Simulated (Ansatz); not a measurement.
Base system: HfS2 in the CdI2 type structure (space group P-3m1, No. 164; a = 3.6057 Å, c = 5.7676 Å; layered, stacked along the Cartesian z axis).

Levels (all Ansatz, a quantum-chemistry and plane-wave program, PAW): PBE-D3(BJ) (420 eV, no spin-orbit coupling); HSE06 (420 eV, no spin-orbit coupling).

Its gap is 0.85 eV with PBE-D3(BJ) and 1.65 eV with HSE06.

It is then changed as follows: Ti replaces 50.0 % of the Hf, ordered in a cell of 6 atoms (starting symmetry P2/m) and fully relaxed.

With PBE-D3(BJ) the gap becomes 0.10 eV.

Q: If the HSE06 correction stayed the same, what would the HSE06 gap be, and what does the HSE06 run give?

A: A rigid correction of +0.80 eV gives 0.90 eV. The HSE06 run gives 0.84 eV, so the correction itself changes by -0.06 eV.

Single points use the geometry relaxed with PBE-D3(BJ). HSE06 was sampled on its mesh, a few special points and the semilocal edge points, so its gap is an upper bound. Each cell is one ordered arrangement of few atoms, which overstates ordering effects compared with a random alloy. With Hf present, leaving out spin-orbit coupling can change the band edges. Whether these cells are dynamically stable was not tested. The final runs are not spin-polarised. The zero or small gap of HfTiS4 and TiS2 can change with the level of theory.
